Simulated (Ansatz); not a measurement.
Start from Ti in the hcp (Mg type) structure (space group P6_3/mmc, No. 194; a = 2.936 Å, c = 4.640 Å; relaxed with 0.1 eV smearing).

All numbers come from Ansatz (a program for electronic structure) r2SCAN, spin-orbit coupling left out.

Strains are applied to the cell and any free atomic positions relax.

One change was made to it. Results:

```json
[
 {"quantity": "band gap", "base": "zero", "after": "zero"},
 {"quantity": "pressure (mean of the normal stresses, compression positive)", "base": "0.0 GPa", "after": "1.8 GPa"},
 {"quantity": "energy relative to the base (free energy F)", "base": "0 meV/atom", "after": "+1.4 meV/atom"}
]
```

### Question
Name the change that was made.
A) isotropic strain −2.00 %
B) isotropic strain −1.00 %
C) isotropic strain −3.00 %
D) isotropic strain −0.50 %

### Answer
D, isotropic strain −0.50 %. For comparison, the energy relative to the base in the other runs: isotropic strain −3.00 % gives +55 meV/atom; isotropic strain −2.00 % gives +24 meV/atom; isotropic strain −1.00 % gives +5.8 meV/atom.

Stability against distortions was not tested. All final runs are without spin polarisation.
